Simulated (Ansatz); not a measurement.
Quick settings and what they miss: TiSi (Cmmm, 2 atoms in the cell)

Self-consistent single point.

```xyz
2
Lattice="1.8521 -2.1596 0.0000 1.8521 2.1596 0.0000 0.0000 0.0000 3.8792" Properties=species:S:1:pos:R:3 pbc="T T T"
Ti     1.8521     0.0000     0.0000
Si     0.0000     0.0000     1.9396
```

Level of theory: PBEsol, harder PAW files (source: ansatz) made with PBE (plane waves; Ansatz, a quantum-chemistry and plane-wave program).

Base settings: basis.ecutwfc = 54.4 Ry; kpoints.mp_grid.grid = 12 12 9; hamiltonian.xc = pbesol; hamiltonian.pseudopotentials = {kind: paw, source: ansatz}; scf.occupations.method = fermi_dirac; scf.occupations.width = 0.0073 Ry.

Tight run (finer mesh or higher cutoff; not a proven limit): basis.ecutwfc: 54.4 Ry → 76.1 Ry; kpoints.mp_grid.grid: 12 12 9 → 17 17 13; scf.convergence.dr2_threshold: default (1e-07 eV) → 1e-09 eV. It gave Fermi level (on the code's own zero) 12.32 eV; pressure -10.92 GPa.

Quick runs, as changes from the base:
- A: the base itself
- B: basis.ecutwfc: 54.4 Ry → 27.2 Ry; kpoints.mp_grid.grid: 12 12 9 → 4 4 4; kpoints.mp_grid.shift: default → 0.5 0.5 0.5
- C: basis.ecutwfc: 54.4 Ry → 43.4 Ry; kpoints.mp_grid.grid: 12 12 9 → 2 2 2; scf.occupations.width: 0.0073 Ry → 0.0147 Ry; scf.convergence.dr2_threshold: default (1e-07 eV) → 0.001 eV
- D: basis.ecutwfc: 54.4 Ry → 43.4 Ry; kpoints.mp_grid.grid: 12 12 9 → 6 6 6; scf.occupations.width: 0.0073 Ry → 0.0367 Ry
- E: basis.ecutwfc: 54.4 Ry → 27.2 Ry; kpoints.mp_grid.grid: 12 12 9 → 2 2 2
- F: basis.ecutwfc: 54.4 Ry → 38.2 Ry; kpoints.mp_grid.grid: 12 12 9 → 4 4 4; hamiltonian.xc: pbesol → lda [LDA (PW92)]

Energies are extrapolated to zero smearing width, which holds to low order in the width alone.

Dashes: energy of F, another energy zero.

† marks runs with another functional, U, potentials or spin treatment: their distance from the tight run is not a convergence error alone.

The count of work is k-points × plane waves × bands × iterations; it is no time. 

Pressures in the table are Ansatz's without its Pulay estimate, at a fixed set of plane waves; the tight run's value above holds the estimate.

The starting cell comes from a database of computed structures (which also holds hypothetical and non-ambient phases and stackings), without a prior relaxation at this level. Its lattice was rescaled by a random factor within 2.5 % of one. Spin polarisation is off. In the base run, with a pressure of about -11 GPa the cell is away from its equilibrium volume at this level.

```csv
run,energy less tight (meV/atom),pressure less tight (GPa),count of work / tight
A,-0.6,0.00,0.20
B,603.1,-32.66,0.0034
C,-698.1,-3.00,0.0028
D,22.3,3.43,0.041
E,-118.6,-36.38,0.0020
F†,–,-5.57,0.011
```

Among the runs at the tight run's level, the energy misses run from 0.6 to 698.1 meV/atom.

Keys are those of Ansatz 0.2.
